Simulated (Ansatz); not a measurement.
Checking a run of Ansatz (a first-principles code) on Ti3Al2NbC2 (P3m1, 8 atoms in the cell). The aim is a self-consistent single point with DFT, PBEsol, plane waves, default PAW files made with PBE.

Cell that was meant: a = 3.0688 Å, b = 3.0688 Å, c = 13.8654 Å, α = 90.00°, β = 90.00°, γ = 120.00°.

Part of the input:

Ansatz 0.2 input:
```yaml
    - { symbol: Nb, position: [0.000000, 0.000000, 0.411130] }
    - { symbol: C, position: [0.333333, 0.666667, 0.504860] }
    - { symbol: C, position: [0.333333, 0.666667, 0.999720] }
basis:
  ecutwfc: 50
kpoints:
  mp_grid: { grid: [12, 12, 3] }
hamiltonian:
```

Output (repeated stretches shortened):

```
   [... lines left out ...]
PAW frozen core: C, regenerated for the run's functional, and the local potential with it
Initial density: superposition of atomic densities (neutral atoms: chi_scale 0, normalization atom), corrected by the library's trained network
Initial wavefunctions: pseudopotential atomic-orbital guess
Eigensolver: davidson
Functional: x = pbesol(κ = 0.804, μ = 0.12345679012345678), c = pbesol(β = 0.046)
SCF iter   1: F=—  HF=-12809.938205 eV  |F-HF|=—  |Δ(HF+E_count)|=         —  Δρ=7.51e-1  dr2=6.77e2  ethr=1.77e-3  ⟨swp⟩=1.0  Hψ=4517  notcnv=0
all-band conjugate gradients solve this SCF's bands
preconditioner: auto → Kerker (q_TF=auto, 2.475 Å⁻¹)
SCF iter   2: F=—  HF=-12551.169719 eV  |F-HF|=—  |Δ(HF+E_count)|=    2.59e2  S|Δr|=    0.00e0  Δρ=4.98e-1  dr2=3.05e2  ethr=1.77e-3  ⟨swp⟩=3.0  Hψ=4560  notcnv=0  defer=117
   [... lines left out ...]
SCF iter  11: F=—  HF=-12316.689194 eV  |F-HF|=—  |Δ(HF+E_count)|=   9.76e-6  S|Δr|=    0.00e0  Δρ=1.18e-4  dr2=2.11e-5  ethr=7.64e-8  ⟨swp⟩=1.0  Hψ=1904  notcnv=0  defer=114
SCF iter  12: F=—  HF=-12316.689188 eV  |F-HF|=—  |Δ(HF+E_count)|=   5.93e-6  S|Δr|=    0.00e0  Δρ=4.78e-5  dr2=3.43e-6  ethr=3.34e-8  ⟨swp⟩=1.4  Hψ=1947  notcnv=0  defer=114
SCF iter  13: F=-12316.689187 eV  HF=-12316.689187 eV  |F-HF|=1.13e-8  |Δ(HF+E_count)|=   1.05e-6  S|Δr|=    0.00e0  Δρ=3.83e-6  dr2=2.02e-8  ethr=1.59e-10  ⟨swp⟩=13.1  Hψ=11251  notcnv=0
SCF 1 converged in 13 iterations: F = -12316.689187 eV  dr2 = 2.02e-8
Stability not checked (fill_not_monotonic)
Free energy (F): -12316.689187 eV
Internal energy: -12316.690645 eV  (E = F + TS)
E sigma→0 (E₀):  -12316.689551 eV
Entropy (-TS):   0.001458 eV (0.182 meV/atom)
Fermi energy:    19.114377 eV
--- Forces (eV/Å), atoms counted from 1 ---
  atom   1  Ti    -0.00000000    -0.00000000   -10.24428861
  atom   2  Ti     0.00000000    -0.00000000    10.36736948
  atom   3  Ti    -0.00000000     0.00000000   -10.35737223
   [... lines left out ...]
--- Stress (GPa, compression-positive) ---
    -1404.091109      -0.000000      -0.000000
       -0.000000   -1404.091109      -0.000000
       -0.000000      -0.000000   -1401.343222
  P = ⅓ Tr σ = -1403.1751 GPa (-14031.751 kbar)
  The stress holds no Pulay correction (an occupied level lies too near the plane-wave cutoff): it is that at fixed plane waves, as pw.x and ABINIT print it
```

Task: Can these results be used? Check the input.

Result: The run is not sound. The fault is this: a cutoff meant in Ry typed as a bare number, read as eV. A bare number is read in the key's own unit, and eV, Ry (13.6 eV) and Ha (27.2 eV) lie far apart, so the setting ends up far from the one that was meant. To fix it, convert the value to the unit that the key expects. The run converged in 13 iterations without an error; against the sound input the free energy goes up by 144 eV/atom, the pressure goes from -4.77 to -1403 GPa and the largest force goes from 0.484 to 13.62 eV/Å.

The sound input it was made from differs as follows (other fixes are possible):
```diff
-basis:
-  ecutwfc: 50
```

With that input, the run converged in 8 iterations: free energy E − TS (on the zero of these files) -13465.3935 eV; Fermi level (on the code's own zero) 12.06 eV; pressure -4.77 GPa; largest force (vector length) 0.484 eV/Å (DFT, PBEsol, plane waves, default PAW files made with PBE).

On the sound input: the starting cell comes from a database of computed structures (which also holds hypothetical and non-ambient phases and stackings), without a prior relaxation at this level. Its lattice was rescaled by a random factor within 2.5 % of one. Spin polarisation is off. With a pressure of about -5 GPa the cell is away from its equilibrium volume at this level. Ansatz's pressure includes its estimate of the finite-basis (Pulay) stress.
